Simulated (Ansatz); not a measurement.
```
CELL_PARAMETERS angstrom
      5.41286     0.00000     0.00000
      0.00000     5.41286     0.00000
      0.00000     0.00000     5.41286
ATOMIC_POSITIONS crystal
  Ba 0.50000 0.00000 0.50000
  Ba 0.00000 0.50000 0.50000
  Ba 0.50000 0.50000 0.00000
  Pb 0.00000 0.00000 0.00000
  O  0.50000 0.50000 0.50000
```

These are PBEsol, rigid bands (plane waves, PAW, scalar-relativistic; Ansatz, a quantum-chemistry and plane-wave program) values and carry that method's errors. Geometry: cell and atoms relaxed with PBEsol.

Problem. Is this a good metal at this level?

Solution. No. No gap is resolved, and few carriers conduct, as in a semimetal or a zero-gap semiconductor. N(E_F) = 0.22 states/eV a cell at 300 K and the Drude plasma energy along the best axis is 0.58 eV, several times under that of a simple or noble metal.

Spin-orbit coupling is left out; it can open or close a small gap.

Formula and space group known from diffraction (Crystallography Open Database), not checked to be the room-temperature form: Ba3PbO (Pm-3m).
